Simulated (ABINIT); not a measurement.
A self-consistent single point of CaC2 (I4mm, 3 atoms in the cell) with ABINIT.

Method of the run: PBEsol, norm-conserving pseudopotentials (PseudoDojo nc-sr-04 PBEsol standard) (plane waves; ABINIT).

```
CELL_PARAMETERS angstrom
     -1.94397     1.94397     3.21812
      1.94397    -1.94397     3.21812
      1.94397     1.94397    -3.21812
ATOMIC_POSITIONS crystal
  Ca 0.00777 0.00777 0.00000
  C  0.59789 0.59789 0.00000
  C  0.40211 0.40211 0.00000
```

Reference input (self-consistent single point, DFT, PBEsol, plane waves, norm-conserving pseudopotentials (PseudoDojo nc-sr-04 PBEsol standard)): pseudos = [Ca.upf, C.upf]; ecut = 1116 eV; ixc = -116133; occopt = 3; tsmear = 0.00183747 Ha; ngkpt = 4 4 4; nshiftk = 1; shiftk = 0 0 0; potentials = PseudoDojo nc-sr-04 PBEsol standard; nband = 14; kptopt = 1; nstep = 50. This run's input differs from it in these lines:

```diff
@@ -22,5 +22,5 @@
 kptopt 1
-ngkpt 4 4 4
+ngkpt 6 6 6
 nshiftk 1
-shiftk 0 0 0
+shiftk 0.5 0.5 0.5
 nstep 50
```

Output (repeated stretches shortened):

```
--- !BeginCycle
solver: {iscf: 7, nstep: 50, nline: 4, wfoptalg: 0, }
tolerances: {tolvrs: 1.00E-11, }
...

     iter   Etot(hartree)      deltaE(h)  residm     vres2
 ETOT  1  -50.513435583936    -5.051E+01 9.754E-02 1.064E+03
 ETOT  2  -50.620988784063    -1.076E-01 1.950E-02 2.087E+02
 ETOT  3  -50.643454065102    -2.247E-02 3.421E-03 1.504E+00
 ETOT  4  -50.643638278319    -1.842E-04 3.700E-03 4.068E-02
 ETOT  5  -50.643640241909    -1.964E-06 1.872E-03 2.528E-02
   [... 3 lines left out ...]
 ETOT  9  -50.643643714575    -1.102E-10 3.411E-04 7.071E-08
 ETOT 10  -50.643643714587    -1.231E-11 3.224E-04 3.384E-09
 ETOT 11  -50.643643714588    -9.308E-13 1.497E-04 1.657E-11
 ETOT 12  -50.643643714587     1.293E-12 1.916E-04 6.610E-13
 At SCF step   12       vres2   =  6.61E-13 < tolvrs=  1.00E-11 =>converged.

 Cartesian components of stress tensor (hartree/bohr^3)
  sigma(1 1)=  8.31316527E-05  sigma(3 2)=  0.00000000E+00
  sigma(2 2)=  8.31316527E-05  sigma(3 1)=  0.00000000E+00
  sigma(3 3)=  8.61220144E-05  sigma(2 1)=  0.00000000E+00

 ----iterations are completed or convergence reached----

 reduced coordinates (array xred) for    3 atoms
       0.007769000000      0.007769000000      0.000000000000
       0.597890000000      0.597890000000      0.000000000000
       0.402110000000      0.402110000000      0.000000000000
 cartesian forces (eV/Angstrom) at end:
    1     -0.00000000000000     0.00000000000000    -0.21559086449406
    2     -0.00000000000000    -0.00000000000000     0.41897454183597
   [... lines left out ...]
 Fermi (or HOMO) energy (hartree) =   0.13941   Average Vxc (hartree)=  -0.35358
 Fermi (or HOMO) energy (eV) =   3.79361   Average Vxc (eV)=  -9.62147
   [... lines left out ...]
total_energy        : -5.06436437145867E+01
total_energy_eV     : -1.37808362918670E+03
band_energy         : -6.79885960942135E+00
...

-Cartesian components of stress tensor (GPa)         [Pressure= -2.4751E+00 GPa]
- sigma(1 1)=  2.44581725E+00  sigma(3 2)=  0.00000000E+00
- sigma(2 2)=  2.44581725E+00  sigma(3 1)=  0.00000000E+00
- sigma(3 3)=  2.53379672E+00  sigma(2 1)=  0.00000000E+00

 Calculation completed.
```

The run converged in 12 iterations. Against the reference run the free energy hardly moves (within 1 meV/atom), the pressure moves little (-2.47 to -2.48 GPa), the largest force moves little (0.411 to 0.419 eV/Å) and the gap on the mesh goes from 1.241 to 1.530 eV.

The starting cell comes from a database of computed structures (which also holds hypothetical and non-ambient phases and stackings), without a prior relaxation at this level. Its lattice was rescaled by up to half a per cent. One atom was moved a little off its site on purpose. Another mesh or the band path of this cell gives a smaller gap, so this value is not converged in the mesh.

Cost on one core of a shared machine: roughly 80 s.
